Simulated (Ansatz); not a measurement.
Ansatz (a quantum-chemistry and plane-wave program) run on Y₂Al₃Si₂ (P1, 7 atoms in the cell): zone-centre phonon calculation.

Method of the run: LDA (PW92), PAW files made with PBE (plane waves; Ansatz).

```xyz
7
Lattice="5.0784 -2.0202 0.0000 5.0784 2.0202 0.0000 -1.2778 0.0000 6.4825" Properties=species:S:1:pos:R:3 pbc="T T T"
Y      3.0071    -0.0067     4.3733
Y      5.8697    -0.0192     2.1139
Al     5.9415     0.0411     5.6496
Al     2.9485     0.0090     0.8656
Al     0.0084     0.0099    -0.0359
Si     8.7582    -0.0275     2.3351
Si     0.1038    -0.0066     4.1458
```

Reference input (self-consistent single point, DFT, PBEsol, plane waves, PAW files made with PBE): basis.ecutwfc = 420 eV; kpoints.mp_grid.grid = 5 5 3; hamiltonian.xc = pbesol; hamiltonian.pseudopotentials = {kind: paw} (an earlier, softer set of the program's PAW files); scf.occupations.method = gaussian; scf.occupations.width = 0.1 eV. This run's input differs from it in these lines:

Ansatz 0.2 input:
```diff
@@ -19,3 +19,3 @@
 hamiltonian:
-  xc: pbesol
+  xc: lda
   pseudopotentials:
@@ -27,6 +27,4 @@
     width: 0.1
-output:
-  forces: true
-  eigenvalues: true
-  stress: true
+phonons:
+  method: dfpt
```

The program printed (abridged):

```
SCF iter   1: F=—  HF=-10251.782200 eV  |F-HF|=—  |Δ(HF+E_count)|=         —  Δρ=2.13e-2  dr2=1.37e0  ethr=3.10e-3  ⟨swp⟩=6.8  Hψ=5206  notcnv=0
all-band conjugate gradients solve this SCF's bands
preconditioner: auto → Kerker (q_TF=auto, 2.224 Å⁻¹)
SCF iter   2: F=—  HF=-10251.520007 eV  |F-HF|=—  |Δ(HF+E_count)|=   2.62e-1  Δρ=1.36e-2  dr2=5.22e-1  ethr=3.10e-3  ⟨swp⟩=1.0  Hψ=1330  notcnv=0
   [... lines left out ...]
SCF iter   6: F=—  HF=-10251.353160 eV  |F-HF|=—  |Δ(HF+E_count)|=   5.14e-7  Δρ=7.27e-6  dr2=1.33e-7  ethr=1.07e-8  ⟨swp⟩=2.4  Hψ=1318  notcnv=0  defer=64
SCF iter   7: F=—  HF=-10251.353220 eV  |F-HF|=—  |Δ(HF+E_count)|=   5.99e-5  Δρ=1.33e-6  dr2=3.63e-9  ethr=3.40e-10  ⟨swp⟩=2.4  Hψ=1488  notcnv=0  defer=76
SCF iter   8: F=—  HF=-10251.353220 eV  |F-HF|=—  |Δ(HF+E_count)|=  7.73e-10  Δρ=2.53e-7  dr2=2.16e-10  ethr=9.30e-12  ⟨swp⟩=2.4  Hψ=1457  notcnv=0  defer=76
SCF iter   9: F=-10251.353220 eV  HF=-10251.353220 eV  |F-HF|=3.64e-12  |Δ(HF+E_count)|=  4.91e-11  Δρ=5.69e-8  dr2=4.93e-12  ethr=1.00e-12  ⟨swp⟩=10.9  Hψ=5776  notcnv=0
SCF 1 converged in 9 iterations: F = -10251.353220 eV  dr2 = 4.93e-12
DFPT response loops at Γ: preconditioner auto → Kerker (q_TF=auto, 2.224 Å⁻¹) (partly filled bands, converged f_vac=0.000) …
phonon interpolation: 4 periodic images of 2 blocks of the force constants (a block to an ordered pair of atoms and a translation) lie up to 2.07e-3 Å farther …
Free energy (F): -10251.353220 eV
Internal energy: -10251.343631 eV  (E = F + TS)
E sigma→0 (E₀):  -10251.348425 eV
Entropy (-TS):   -0.009589 eV (-1.370 meV/atom)
Fermi energy:    9.583545 eV
   [... lines left out ...]
  ASR residual per site (eV/Å²): 2.62e-5 1.98e-5 1.22e-5 1.57e-5 2.90e-5 1.07e-5 1.22e-5
  Γ frequencies (cm⁻¹): 0.00 0.00 0.00 126.83 137.61 156.18 161.28 175.50 177.21 190.79 210.19 213.79 216.53 253.65 256.32 267.47 275.14 304.56 310.66 332.74 402.86
  non-analytic LO–TO correction: not included (Born effective charges unavailable; polar crystals: no LO–TO splitting at Γ)
```

The run converged in 9 iterations. 

Summary of the result:
| Quantity | Result |
|---|---|
| Free energy E − TS (on the zero of these files) | -10251.3532 eV |
| Fermi level (on the code's own zero) | 9.58 eV |
| Zone-centre frequencies (cm⁻¹; negative means imaginary) | 0, 0, 0, 127, 138, 156, 161, 176, 177, 191, 210, 214, 217, 254, 256, 267, 275, 305, 311, 333, 403 |

The starting cell comes from a database of computed structures (which also holds hypothetical and non-ambient phases and stackings), without a prior relaxation at this level. Its atoms were displaced at random from the sites of space group no. 12.

Cost on one core of a shared machine: roughly 4 min.
